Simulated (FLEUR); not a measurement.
# How far to go with the basis cutoff: Ir (Fm-3m, 1 atom in the cell)

```
Ir
1.0
    0.00000     1.91040     1.91040
    1.91040     0.00000     1.91040
    1.91040     1.91040     0.00000
Ir
1
Cartesian
  0.00000   0.00000   0.00000
```

Computed with PBE, all-electron FLAPW (FLEUR), scalar-relativistic valence run with FLEUR.

Base settings: Kmax = 4.2 1/bohr; GmaxXC = 14.7 1/bohr; xcFunctional = pbe; jspins = 1; l_soc = F; mode = hist; fermiSmearingEnergy = 0.00367493 Htr; mesh (inpgen div1-3) = 5 5 5; inpgen gamma flag = false; Gmax = 14.7 1/bohr.

Moved along: Gmax, GmaxXC.

The second cell is the first with its lattice scaled by 0.98.

The mesh stays at the base's, so the ladder's end is converged at best in this setting alone.

Only quantities that move along the ladder and can be compared are tabulated.

The starting cell has typed, rounded lattice constants, without a prior relaxation at this level. Its lattice was rescaled by up to half a per cent. Spin polarisation is off. Values depend on the basis (sphere radii, cutoffs, local orbitals), which need not be converged.

| Kmax | free energy less the last step's (meV/atom) | energy of the compressed cell less the first (meV/atom) |
|---|---|---|
| 2.48 1/bohr | 6433.13 | 182.96 |
| 2.66 1/bohr | 3596.71 | -78.47 |
| 2.82 1/bohr | 1869.71 | -12.23 |
| 2.97 1/bohr | 1030.30 | 91.53 |
| 3.11 1/bohr | 555.81 | 179.01 |
| 3.25 1/bohr | 289.31 | 196.84 |
| 3.51 1/bohr | 104.90 | 190.64 |
| 3.76 1/bohr | 44.08 | 183.31 |
| 3.98 1/bohr | 19.85 | 182.56 |
| 4.2 1/bohr | 9.09 | 183.06 |
| 4.4 1/bohr | 4.99 | 182.53 |
| 4.6 1/bohr | 3.04 | 182.63 |
| 4.88 1/bohr | 1.59 | 182.23 |
| 5.14 1/bohr | 0.85 | 182.04 |
| 5.56 1/bohr | 0.00 | 181.85 |

Coarsest Kmax that holds the energy of the compressed cell less the first within 2 meV/atom of the last step, with all finer ones: 3.76 1/bohr; the step before is off by 8.8 meV/atom.

State of the free energy at the end of the ladder: still drifting one way, by 1.6 meV/atom over the last two steps, so the last step is no safe reference.

The energy difference between the two cells stays within 1 meV/atom of the last step's from 4.4 1/bohr on, the total only from 5.14 1/bohr on: much of the error is common to both cells and cancels.
